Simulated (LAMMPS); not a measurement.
SiO2 (stishovite, a high-pressure form) at 1800 K and zero pressure, started from the crystal, with several potentials, in cells of their own sizes.

Models:
- SiO.1990.vashishta: classical MD, pair style vashishta, file SiO.1990.vashishta (LAMMPS); P. Vashishta, R. K. Kalia, J. P. Rino, and I. Ebbsjo, Phys. Rev. B 41, 12197 (1990).
- SiO.1994.vashishta: classical MD, pair style vashishta, file SiO.1994.vashishta (LAMMPS); Nakano, Kalia, and Vashishta, J. Non-Crystal. Solids, v. 171, p. 157 (1994)
- ionic pair potential bks1990: classical MD, Buckingham potential of van Beest, Kramer and van Santen, Phys. Rev. Lett. 64, 1955 (1990), used with rigid ions (no shells), PPPM sums, short-range terms cut at 10 Å, modified for these runs by an r^-4 repulsive force inside the short-range force's maximum (LAMMPS)

```csv
potential,state,volume,"first peak of g(r), O-Si",coordination number of O by Si,mean phonon frequency,rough cost (ms per atom and simulated ps)
ionic pair potential bks1990,crystal; no diffusion seen in 21 ps,7.919 ± 0.001 Å³/atom,"1.75 Å, height 6.3",3.00 (counted to 2.54 Å),19.0 THz,10 to 30
SiO.1990.vashishta,solid that has left the starting structure; no diffusion seen in 30 ps,13.15 ± 0.02 Å³/atom,"1.61 Å, height 13.4",1.99 (counted to 2.22 Å),19.0 THz,10 to 30
SiO.1994.vashishta,solid that has left the starting structure; no diffusion seen in 30 ps,17.78 ± 0.02 Å³/atom,"1.61 Å, height 16.1",1.94 (counted to 2.34 Å),18.1 THz,1 to 3
```

Costs are rough: whole-run CPU time with set-up and analysis, from shared machines, in bands a factor of about three wide.

Caution (row ionic pair potential bks1990): in nature this polymorph isn't the stable one over the whole range of temperature at this pressure, and short runs keep a crystal in its starting form.

Caution (row ionic pair potential bks1990): a run this short can hold a crystal over, or a liquid under, the potential's own melting point, which these runs don't give.

Caution (rows SiO.1990.vashishta; SiO.1994.vashishta): enthalpy drifts during the constant-pressure average: a transition or slow ageing; fluctuation values are void.

Caution: with SiO.1990.vashishta the 0 K volume of this crystal is 30 % off the measured one.

Caution: with SiO.1994.vashishta the 0 K volume of this crystal is 40 % off the measured one.

States go by the mean squared displacement: a species diffuses where it passes 1.5 Å², still rises and gives D over 1e-6 cm²/s; a crystal has left its structure where atoms lie 0.35 Å off their sites on average or a cubic box changes its shape by 3 %, or the axial ratios of another lie 8 % off the starting cell's, which the potential's own relaxation can also do.

Errors shown are sampling errors alone.
